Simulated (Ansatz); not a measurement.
Start from SiC in the zinc blende structure (space group F-43m, No. 216; a = 4.3290 Å).

All numbers come from plane-wave PAW DFT at the LDA level (Ansatz, a first-principles code, 420 eV), no spin-orbit coupling.

One change was made to it. Results:

| quantity | base | after |
|---|---|---|
| band gap | 1.30 eV | 1.20 eV |
| lattice parameter a | 4.329 Å | 4.178 Å |
| electron mass | 0.68 mₑ along k, 0.23 mₑ across (at X) | 0.65 mₑ along k, 0.22 mₑ across (at X) |

Question: Which change produced these results?
(A) pressure 15 GPa
(B) pressure 4.5 GPa
(C) pressure 30 GPa

Answer: C, pressure 30 GPa. For comparison, the band gap in the other runs: pressure 15 GPa gives 1.25 eV; pressure 4.5 GPa gives 1.28 eV.

Load acts through the strain it causes; cell and atoms are relaxed under it. Effective masses come from finite differences of ±0.01 Å⁻¹. Along k means along the line from Γ to the band edge. No phonon test of stability was made. Competing high-pressure phases were not computed.
